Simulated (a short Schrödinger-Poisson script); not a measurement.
System: gated Al0.4Ga0.6N/GaN polarisation-induced gas, at 300 K.

| layer | material | thickness (nm) | Na (cm⁻³) |
|---|---|---|---|
| 1 | Al0.4Ga0.6N | 30 | - |
| 2 | GaN | 6000 | 4e15 |

The device is made up for the run: typed textbook-type constants, with dimensions and the other settings drawn at random. Al0.4Ga0.6N: permittivity 9.26, conduction-band edge (eV) 0.58, gap (eV) 4.258, electron mass (mₑ) 0.248, Nv at 300 K (cm⁻³) 4.6e19. GaN: permittivity 9.5, conduction-band edge (eV) 0, gap (eV) 3.43, Nv at 300 K (cm⁻³) 4.6e19.

Channel valleys (confinement mass, in-plane density-of-states mass, number): Γ 0.2, 0.2, 1. At the gate the conduction-band edge of layer 1 lies 1.36 eV − eVg above the Fermi level of the channel; the field vanishes at the back. Sheet of polarisation charge: +2e13 e/cm² at 30 nm from the gate. The barrier under the gate holds no holes. Gaps are held at their typed values at every temperature. Mesh 0.08 nm at interfaces.

From a short Schrödinger-Poisson script (our own, NumPy): 1D Poisson equation in equilibrium, electrons quantum, Hartree (BenDaniel-Duke, 40 states a valley, the channel's in-plane mass for all, wave functions free to enter the barrier), parabolic valleys, classical holes, full ionisation, no traps, pinning or gate leakage.

### Question
List the lowest subbands of each valley and their electrons at Vg = 0.5 V.

### Answer
```csv
valley,subband,energy from the Fermi level (meV),electrons (cm⁻²),share (%)
Γ,0,-188.5,1.57e13,86.2
Γ,1,-12.8,2.10e12,11.5
Γ,2,49.3,2.99e11,1.6
```

All electrons: 1.83e13 cm⁻².
